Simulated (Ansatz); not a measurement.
Base system: WSi₂ (space group I4/mmm, No. 139; a = 3.229 Å, c = 7.870 Å; relaxed with 0.1 eV smearing). Axes: x, y, z lie along a, b, c of the conventional cell.

Level of theory: DFT with PBE, PAW potentials and a 420 eV plane-wave cutoff in Ansatz (an electronic-structure program), no SOC.

Now apply this change: compressive biaxial strain of 3.84 % in the plane normal to [001], as in epitaxy on a mismatched substrate; the out-of-plane cell vector and the atoms relax.

**Question.** What happens to the ratio −ε⊥/ε∥, energy relative to the base and in-plane stress?

**Answer.** The ratio −ε⊥/ε∥ comes out as 0.45; the energy increases by 68 meV/atom; the mean in-plane stress (compression positive) is +22.0 GPa.

Stability against distortions was not tested. All final runs are without spin polarisation.
